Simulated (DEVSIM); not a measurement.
Device: Schottky contact on p-type CdTe, at 300 K.

Layer 1 from the left is CdTe, thickness (μm) 1.70, Na (cm⁻³) 2.4e15, τn (s) 6.5e-8, τp (s) 6.5e-8.

Left contact: Schottky, work function 4.74 eV, emission velocity 2.5e6 cm/s. Right contact: ohmic. Voltage is applied to the left contact. Recombination: SRH at mid-gap, radiative, Auger. Mobility is constant in doping.

The device is made up for the run: typed textbook-type constants, with dimensions and the other settings drawn at random. Values at 300 K.

CdTe: gap (eV) 1.5, affinity (eV) 4.28, permittivity 10.2, Nc (cm⁻³) 8e17, Nv (cm⁻³) 1.8e19, μn (cm²/Vs) 1000, μp (cm²/Vs) 80, B (cm³/s) 1e-10, Cn (cm⁶/s) 1e-30, Cp (cm⁶/s) 1e-30.

Simulated with DEVSIM: 1D drift-diffusion, Boltzmann statistics, complete ionisation; no tunnelling, impact ionisation, image-force lowering or self-heating. Metal contacts follow the ideal Schottky-Mott rule: no Fermi-level pinning, no interface dipoles.

Dark forward current:

```tsv
|V| (V)	|J| (A/cm²)
0.05	7.181e-11
0.10	5.210e-10
0.15	3.470e-9
0.20	2.313e-8
0.25	1.547e-7
0.30	1.034e-6
0.35	6.895e-6
0.40	4.572e-5
0.45	0.0003009
0.50	0.001959
0.55	0.01253
0.60	0.07724
0.65	0.4320
0.70	1.864
0.75	5.308
0.80	10.62
0.85	17.13
0.90	24.38
0.95	32.08
1.00	40.09
1.05	48.32
1.10	56.71
1.15	65.22
1.20	73.82
1.25	82.49
1.30	91.22
```

Problem. Work out the local ideality factor n = ΔV / (kT/q · ln(J2/J1)) between the rows 0.15 and 0.20 V, 0.20 and 0.25 V, 1.25 and 1.30 V.

Solution. kT/q = 25.85 mV. From 0.15 to 0.20 V: ln(2.313e-8/3.470e-9) = 1.897, n = 1.02, near the 1 of diffusion or emission over a barrier. From 0.20 to 0.25 V: ln(1.547e-7/2.313e-8) = 1.900, n = 1.02, near the 1 of diffusion or emission over a barrier. From 1.25 to 1.30 V: ln(91.22/82.49) = 0.101, n = 19.23; the layers' resistance at their doping, Σ W/(qμN) = 0.0055 Ω cm², would take 48 mV of this step of 50 mV.

Problem. Estimate the current at 0.35 V for emission alone, J0 = q v N_band exp(−φB/kT), and read the barrier back from the simulated current.

Solution. φB = 1.040 eV, N_band = 1.80e19 cm⁻³, J0 = 2.43e-11 A/cm²; J = J0 (exp(qV/kT) − 1) = 1.84e-5 A/cm². The simulation gives 6.90e-6 A/cm²; the estimate lies 170 % above. Read backwards, the simulated current gives an apparent barrier of 1.065 eV. The estimate leaves out transport through the depletion region and minority injection.
